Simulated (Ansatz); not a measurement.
**Cubic perovskite KMnF3 (cubic form, which distorts at low temperature)**

Level of theory: LDA (Ansatz, a quantum-chemistry and plane-wave program, plane waves, PAW).

Settings: plane-wave cutoff 500 eV, 8×8×8 k mesh, Fermi–Dirac smearing 0.05 eV, ferromagnetic start, spin-polarised with parallel moments, scalar-relativistic PAW data made under PBE.

Cell (relaxed at this level):

```yaml
crystal:
  lattice:
    - [0.00000, 4.09867, 4.09867]
    - [4.09867, 0.00000, 4.09867]
    - [4.09867, 4.09867, 0.00000]
  atoms:
    - { symbol: K, position: [0.00000, 0.00000, 0.00000] }
    - { symbol: K, position: [0.50000, 0.50000, 0.50000] }
    - { symbol: Mn, position: [0.25000, 0.25000, 0.25000] }
    - { symbol: Mn, position: [0.75000, 0.75000, 0.75000] }
    - { symbol: F, position: [0.00000, 0.00000, 0.50000] }
    - { symbol: F, position: [0.50000, 0.50000, 0.00000] }
    - { symbol: F, position: [0.50000, 0.00000, 0.00000] }
    - { symbol: F, position: [0.00000, 0.50000, 0.50000] }
    - { symbol: F, position: [0.00000, 0.50000, 0.00000] }
    - { symbol: F, position: [0.50000, 0.00000, 0.50000] }
```

For cubic perovskite KMnF3 (cubic form, which distorts at low temperature), the band gap comes out as 0.76 eV (on the SCF k mesh).

Note: the magnetic order was assumed, not searched for or taken from measurement; the relaxation could not lower the start's symmetry, so the cell can be a saddle point above a distorted one; the volume lies 6 % below that of the published cell.
